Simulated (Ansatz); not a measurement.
Take MnO in the rock salt structure (space group Fm-3m, No. 225; a = 4.4770 Å; ferromagnetic) as the base.

Calculations: plane-wave PAW DFT at the PBEsol+U (U_eff on d states: Mn 3.90 eV) level (Ansatz, a first-principles code, 420 eV), no SOC.

Each order is relaxed in cell and atoms; arrows give the starting signs on the magnetic atoms.

One change was made to it. Results:

```tsv
quantity	base	after
energy relative to the base (σ→0) (to 0.01 eV only: unlike meshes or grids)	0.00 eV/atom	+1.83 eV/atom
shortest interatomic distance	2.238 Å	2.048 Å
```

Problem. Which of these changes matches the shifts?
A) non-magnetic
B) ↑↓ start, q = (0, 0, 1/2), 4 atoms
C) ↑↓ start, q = (0, 1/2, 1/2), 4 atoms

Solution. A, non-magnetic. For comparison, the energy relative to the base in the other runs: ↑↓ start, q = (0, 1/2, 1/2), 4 atoms gives -0.02 eV/atom; ↑↓ start, q = (0, 0, 1/2), 4 atoms gives -0.04 eV/atom.

The magnetic state is the one reached from the starting moments; the real material's order can differ, and small cells can't hold many antiferromagnetic ones. No phonon test of stability was made. Spin-polarised in the final run: base, ↑↓ start, q = (0, 1/2, 1/2), 4 atoms and ↑↓ start, q = (0, 0, 1/2), 4 atoms; the other runs are not. In its common phase, real MnO is an antiferromagnetic insulator at low temperature. The U values are a database's picks, fitted on other projectors than the ortho-atomic ones used here.
